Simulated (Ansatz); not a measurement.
# Smallest direct gap on the k points sampled of B12As2 (R-3m, No. 166; structure not from a measured cell) at several levels of theory

No measured value is used here.

```csv
level (code),value (eV)
LDA (Ansatz),2.67
PBEsol (Ansatz),2.65
r²SCAN+SOC (Ansatz),(withheld)
HSE06+SOC (Ansatz),3.61
PBE0 (Ansatz),4.30
```

Q: Complete the blanks.

A: 
- r²SCAN+SOC (Ansatz, a quantum-chemistry and plane-wave program), value (eV): 2.96

Computed values are for a static lattice. Spin–orbit coupling is included only where a level's name says +SOC; with heavier elements it mostly lowers gaps and can invert bands.  Values are at the PBEsol cell. Cutoffs and k meshes differ between the levels. Ansatz's density-functional and Hartree–Fock values are scalar-relativistic unless marked +SOC, with PAW data made under PBE.
